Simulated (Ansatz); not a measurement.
Base system: ZrSi in the rock salt structure (space group Fm-3m, No. 225; a = 5.342 Å; a hypothetical phase, not in the database extracts checked; relaxed with 0.1 eV smearing). Axes: x, y, z lie along the cube axes.

Level of theory: PBEsol, PAW, 420 eV (Ansatz, a first-principles code; no spin-orbit coupling), earlier PAW set.

Perturbation: compressive biaxial strain of 3.98 % in the plane normal to [110], as in epitaxy on a mismatched substrate; the out-of-plane cell vector and the atoms relax.

### Question
What does the calculation give for the out-of-plane strain after the change?

### Answer
The out-of-plane strain is +3.85 %.

### Question
Estimate the effect on the in-plane stress.

### Answer
The mean in-plane stress (compression positive) is +9.0 GPa.

No phonon test of stability was made. All final runs are without spin polarisation.
